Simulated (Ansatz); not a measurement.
**Parameter sweep on a (100) slab of SiOs3 (cut from a parent of space group no. 223; 16 atoms in the cell)**

```xyz
16
Lattice="4.8832 0.0000 0.0000 0.0000 4.8832 0.0000 0.0000 0.0000 18.5456" Properties=species:S:1:pos:R:3 pbc="T T T"
Si     0.0000     0.0000     8.6624
Si     2.4416     2.4416     6.2208
Si     0.0000     0.0000    13.5456
Si     2.4416     2.4416    11.1040
Os     0.0000     2.4416     5.0000
Os     0.0000     2.4416     7.4416
Os     2.4416     1.2208     8.6624
Os     2.4416     3.6624     8.6624
Os     1.2208     0.0000     6.2208
Os     3.6624     0.0000     6.2208
Os     0.0000     2.4416     9.8832
Os     0.0000     2.4416    12.3248
Os     2.4416     1.2208    13.5456
Os     2.4416     3.6624    13.5456
Os     1.2208     0.0000    11.1040
Os     3.6624     0.0000    11.1040
```

Base run A: PBE (Ansatz, a quantum-chemistry and plane-wave program), self-consistent single point.

Its settings: basis.ecutwfc = 420 eV; kpoints.mp_grid.grid = 3 3 1; hamiltonian.xc = pbe; hamiltonian.pseudopotentials = {kind: paw} (the program's default PAW files); scf.occupations.method = cold; scf.occupations.width = 0.1 eV.

The starting cell was generated: these elements placed on a structure prototype, without a prior relaxation; it need not be a known phase or ordering of this composition. The slab is cut from that crystal, and its faces are unrelaxed. Spin polarisation is off. The two faces of this cut differ, and no dipole correction was used. In the base run, forces exceed 1 eV/Å. Without a gap this mesh is coarse (it stands for a supercell whose shortest in-plane vector is 15 Å).

ΔF is the free energy per atom less that of run A. 

```tsv
run	scf.occupations.method, scf.occupations.width	ΔF (meV/atom)	largest force (eV/Å)	TS (meV/atom)
A	cold, 0.1 eV	0.00	3.562	-1.3
B	gaussian, 0.05 eV	-1.23	3.636	1.0
C	gaussian, 0.2 eV	-12.7	3.491	27.3
D	fermi_dirac, 0.2 eV	-89.6	3.346	175.6
E	fermi_dirac, 0.3 eV	-195.3	3.299	368.5
F	methfessel_paxton, 0.1 eV	-0.28	3.635	-1.1
G	methfessel_paxton, 0.3 eV	1.89	3.508	-0.7
H	cold, 0.2 eV	1.55	3.490	-3.2
I	cold, 0.3 eV	2.5	3.452	0.3
```

Run E against A: The free energy goes down by 195 meV/atom and the largest force goes from 3.562 to 3.299 eV/Å.

Run D against A: The free energy drops by 89.6 meV/atom and the largest force goes from 3.562 to 3.346 eV/Å.

Keys are those of Ansatz 0.2.
